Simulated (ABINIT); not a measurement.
A self-consistent single point of MgTl (P1, 2 atoms in the cell) with ABINIT.

Computed with PBEsol, norm-conserving pseudopotentials (PseudoDojo nc-sr-04 PBEsol standard) (plane waves; ABINIT 10.0.3).

The change in words: atoms moved at random. Reference geometry:
```xyz
2
Lattice="3.6378 0.0000 0.0000 0.0000 3.6378 0.0000 0.0000 0.0000 3.6378" Properties=species:S:1:pos:R:3 pbc="T T T"
Mg     0.0000     0.0000     0.0000
Tl     1.8189     1.8189     1.8189
```

Reference input (self-consistent single point, DFT, PBEsol, plane waves, norm-conserving pseudopotentials (PseudoDojo nc-sr-04 PBEsol standard)): pseudos = [Mg.upf, Tl.upf]; ecut = 1143 eV; ixc = -116133; occopt = 7; tsmear = 0.00999582 Ha; ngkpt = 7 7 7; nshiftk = 1; shiftk = 0 0 0; potentials = PseudoDojo nc-sr-04 PBEsol standard; nband = 17; kptopt = 1; nstep = 80. This run's input differs from it in these lines:

```diff
@@ -13,4 +13,4 @@
 xcart
-         0.0000000000    0.0000000000    0.0000000000
-         1.8189000000    1.8189000000    1.8189000000
+         0.0211901850    0.0523624932    0.0820614924
+         1.7977098150    1.7665375068    1.7368385076
       Angstrom
```

Output, abridged:

```
--- !BeginCycle
solver: {iscf: 7, nstep: 80, nline: 4, wfoptalg: 0, }
tolerances: {tolvrs: 1.00E-10, }
...

     iter   Etot(hartree)      deltaE(h)  residm     vres2
 ETOT  1  -119.91901691206    -1.199E+02 4.033E-01 1.357E+01
 ETOT  2  -120.00050612339    -8.149E-02 1.140E-02 2.308E+00
 ETOT  3  -120.00068208111    -1.760E-04 2.998E-03 1.973E-01
 ETOT  4  -120.00071514574    -3.306E-05 1.939E-03 1.901E-02
 ETOT  5  -120.00071706981    -1.924E-06 1.464E-03 1.783E-03
 ETOT  6  -120.00071733907    -2.693E-07 1.561E-03 1.640E-05
 ETOT  7  -120.00071734135    -2.280E-09 1.362E-03 1.856E-07
 ETOT  8  -120.00071734138    -2.728E-11 7.905E-04 1.996E-08
 ETOT  9  -120.00071734138    -1.975E-12 5.287E-04 5.679E-10
 ETOT 10  -120.00071734138     2.274E-13 2.403E-04 1.972E-12
 At SCF step   10       vres2   =  1.97E-12 < tolvrs=  1.00E-10 =>converged.

 Cartesian components of stress tensor (hartree/bohr^3)
  sigma(1 1)=  1.39173928E-05  sigma(3 2)= -1.40922394E-05
  sigma(2 2)=  1.75184725E-05  sigma(3 1)= -5.84474533E-06
  sigma(3 3)=  2.33838975E-05  sigma(2 1)= -3.89326892E-06

 ----iterations are completed or convergence reached----

 reduced coordinates (array xred) for    2 atoms
       0.005825000025      0.014394000063      0.022558000098
       0.494175002157      0.485606002120      0.477442002084
 cartesian forces (eV/Angstrom) at end:
    1     -0.07952426737666    -0.18516885020017    -0.27951028810822
    2      0.07952426737666     0.18516885020017     0.27951028810822
 frms,max,avg= 1.9894523E-01 2.7951029E-01  -1.819E-03  1.633E-03 -1.209E-04 e/A
   [... lines left out ...]
 Fermi (or HOMO) energy (hartree) =   0.19978   Average Vxc (hartree)=  -0.37306
 Fermi (or HOMO) energy (eV) =   5.43641   Average Vxc (eV)= -10.15148
   [... lines left out ...]
total_energy        : -1.20000717341380E+02
total_energy_eV     : -3.26538558305165E+03
band_energy         : -1.55223653750538E+01
...

-Cartesian components of stress tensor (GPa)         [Pressure= -5.3762E-01 GPa]
- sigma(1 1)=  4.09463765E-01  sigma(3 2)= -4.14607929E-01
- sigma(2 2)=  5.15411170E-01  sigma(3 1)= -1.71958315E-01
- sigma(3 3)=  6.87977901E-01  sigma(2 1)= -1.14543907E-01

 Calculation completed.
```

The run converged in 10 iterations. Against the reference run the free energy rises by 16.8 meV/atom, the pressure goes from -0.92 to -0.54 GPa and the largest force goes from 0.000 to 0.345 eV/Å.

The starting cell comes from a database of computed structures (which also holds hypothetical and non-ambient phases and stackings), without a prior relaxation at this level. For this run, on top of that: atoms moved at random.

Cost on one core of a shared machine: roughly 10 min.
